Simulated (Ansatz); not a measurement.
We consider Al12W (Im-3, No. 204), described by r²SCAN (plane waves, PAW; Ansatz, an electronic-structure program).

Settings: plane-wave cutoff 600 eV, 12×12×12 k mesh, Fermi–Dirac smearing 0.049 eV (set by the program), no spin polarisation, scalar-relativistic PAW data made under PBE.

Computed at the level's own relaxed cell.

Hill averages of the elastic tensor: K = 95.8 GPa, G = 63.2 GPa. Volume 16.485 Å³/atom, mean atomic mass 39.048 u.

Question: Work out the density, the sound velocities of a polycrystal and the elastic Debye temperature, and Pugh's ratio at this level.

Answer: ρ = 1.66054 × 39.048/16.485 = 3.933 g/cm³. v_l = √[(K + 4G/3)/ρ] = 6.766 km/s and v_t = √(G/ρ) = 4.009 km/s. The mean follows from 3/v_m³ = 1/v_l³ + 2/v_t³: v_m = 4.440 km/s. Θ_D = (ħ/k_B) v_m (6π²/V)^(1/3) = 76.38 K Å s/km × 4.440 × 1.5315 Å⁻¹ = 519 K, counting all atoms of the cell. K/G = 1.52, to be set beside Pugh's rough bound of 1.75 between brittle and ductile metals.
